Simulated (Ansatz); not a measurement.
The reference is ScAl3 in the Cu3Au type structure (space group Pm-3m, No. 221; a = 4.033 Å; relaxed with 0.1 eV smearing). Axes: x, y, z lie along the cube axes.

Computed with DFT with LDA, PAW potentials and a 420 eV plane-wave cutoff in Ansatz (an electronic-structure program), spin-orbit coupling left out.

One thing is altered: an isotropic linear strain of −1.80 %; the atoms relax in the strained cell.

### Question
Predict the stress tensor and what it implies for the stiffness.

### Answer
Stress of the strained cell less that of the base (GPa, compression positive):
```
    5.9     0.0     0.0
    0.0     5.9     0.0
    0.0     0.0     5.9
```

Then B = −ΔP/(ΔV/V₀) with ΔV/V₀ = -0.0530 gives secant stiffness values (nonlinear terms included at this strain): B ≈ 110 GPa.

As a check, the harmonic strain energy −½ V₀ Δσ:ε is 16 meV/atom; the computed energy rise is 15 meV/atom.

Stability against distortions was not tested. All final runs are without spin polarisation.
